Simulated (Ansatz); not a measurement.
The parent structure is PbI₂ in the 2H-MoS2 type structure (space group P6_3/mmc, No. 194; a = 4.3966 Å, c = 14.8467 Å; a hypothetical phase, not in the database extracts checked).

Levels (all Ansatz, a program for electronic structure, PAW): PBE-D3(BJ) (420 eV, without spin-orbit coupling); HSE06 (420 eV, spin-orbit coupling left out).

The geometry is relaxed with PBE-D3(BJ).

| Item | Value |
|---|---|
| PBE-D3(BJ) band gap | 1.98 eV |

Question: Predict the band gap from HSE06.

Answer: The band gap increases by 0.59 eV (1.98 eV → 2.57 eV).

Single points use the geometry relaxed with PBE-D3(BJ). HSE06 gaps are upper bounds (no full band path). With I and Pb present, leaving out spin-orbit coupling can change the band edges. Whether these cells are dynamically stable was not tested.
